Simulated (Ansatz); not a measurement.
Consider Li in the fcc (Cu type) structure (space group Fm-3m, No. 225; a = 4.3208 Å). Axes: x, y, z lie along the cube axes.

The values are results of PBEsol (Ansatz, a program for electronic structure), scalar-relativistic without spin-orbit coupling, not measurements.

Before the change:

```
Quantity                         Value
-----------------------------  -------
Shortest interatomic distance  3.055 Å
```

One thing is altered: a free-standing slab of 5 layers (5 atoms, 1 a layer) is cut normal to [111], with 15 Å of vacuum and the in-plane cell held at bulk.

Task: Estimate the effect on the excess energy per area of both faces, shortest interatomic distance and change of the spacing d12 from its bulk value of 2.495 Å.

Result: The excess energy per area of both faces (slab less bulk energy over the cell's area: twice a surface energy) is 1.1 J/m² (uncertain by up to 0.10 J/m²); the shortest interatomic distance decreases by 0.088 Å (3.055 Å → 2.967 Å); the change of the spacing d12 from its bulk value of 2.495 Å is -4.4 %.

Slab and bulk use different k-meshes, which limits the precision of the excess energy. Whether these cells are dynamically stable was not tested. This is not the structure that Li has at room temperature and ambient pressure.
